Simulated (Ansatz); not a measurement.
For cubic perovskite KCdF3, PBEsol (PAW; Ansatz, a first-principles code) gives:

- lattice constant a: 4.385 Å
- bulk modulus B0: 62.3 GPa
- cohesive energy: 3.65 eV/atom
- band gap: 2.96 eV

**Question.** What does PBE0 (Ansatz, plane waves, PAW) give for the same quantities?

**Answer.** 
- lattice constant a: 4.412 Å (grows by 0.6 %)
- bulk modulus: 60.7 GPa (falls by 2.6 %)
- cohesive energy: 3.35 eV/atom (falls by 0.30 eV/atom)
- band gap: 5.85 eV (increases by 2.89 eV)

Changes are worked out from the printed values.

Unless a cell is named, each level is at its own relaxed cell (PBEsol 16.87, PBE0 17.17 Å³/atom).

Spin–orbit coupling is included only where a level's name says +SOC; with heavier elements it mostly lowers gaps and can invert bands. Density-functional gaps are differences of (generalised) Kohn–Sham levels.

Caveats: the relaxation could not lower the start's symmetry, so the cell can be a saddle point above a distorted one (PBEsol, PBE0). Ansatz's density-functional and Hartree–Fock values are scalar-relativistic unless marked +SOC, with PAW data made under PBE.
